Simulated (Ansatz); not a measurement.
The starting structures come from a database of crystals and need not be the phases stable at ambient conditions.

The decay constant κ of evanescent states in the gap governs leakage through a thin film.

Data:

```
CELL_PARAMETERS angstrom
      7.81126     0.00000     0.00000
      2.60375     7.78082     0.00000
      3.90563     0.00000     2.25492
ATOMIC_POSITIONS crystal
  Tl 0.50000 0.50000 0.00000
  Bi 0.00000 0.00000 0.00000
  Te 0.25740 0.22780 0.00000
  Te 0.74260 0.77220 0.00000
```

Space group of this cell: R-3m. The cell was relaxed by PBE-D3(BJ); by PBEsol its mean pressure is -0.5 GPa.

Transport runs along the normal of the first two printed cell vectors, the (110) plane of the conventional cell.

No gap correction and no spin-orbit coupling; mid-gap values are interpolated between computed energies.

Question: Predict the band gap and the smallest decay constant κ at mid-gap from PBEsol run with Ansatz (a quantum-chemistry and plane-wave program).

Answer: Gap 0.27 eV on a 14×14×14 mesh; κ = 0.048 1/Å, at the zone centre.
